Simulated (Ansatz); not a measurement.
Base system: GaSb in the zinc blende structure (space group F-43m, No. 216; a = 6.112 Å). Axes: x, y, z lie along the cube axes.

Calculations: PBEsol (Ansatz, an electronic-structure program), without spin-orbit coupling, earlier PAW set.

Before the change:

| Item | Value |
|---|---|
| Shortest interatomic distance | 5.001 bohr |
| Band gap | zero |
| Pressure | 0.0 GPa |

The change: a pure shear with ε_yz = ε_zy = 0.0110; the atoms relax in the strained cell.

Problem. Estimate the effect on the shortest interatomic distance.

Solution. The shortest interatomic distance falls by 0.0147 bohr (5.001 bohr → 4.987 bohr).

Problem. How does this affect the energy relative to the base?

Solution. The energy rises by 1.7 meV/atom.

Problem. What happens to the band gap?

Solution. The band gap is still zero.

Problem. How does this affect the pressure?

Solution. The pressure (mean of the normal stresses, compression positive) remains 0.0 GPa.

Spin-orbit coupling, missing from the scalar runs, can matter with Sb. Whether these cells are dynamically stable was not tested. The final runs are not spin-polarised. Gaps under 0.05 eV, about the width of the smearing, are given as zero. The zero or small gap of GaSb can change with the level of theory.
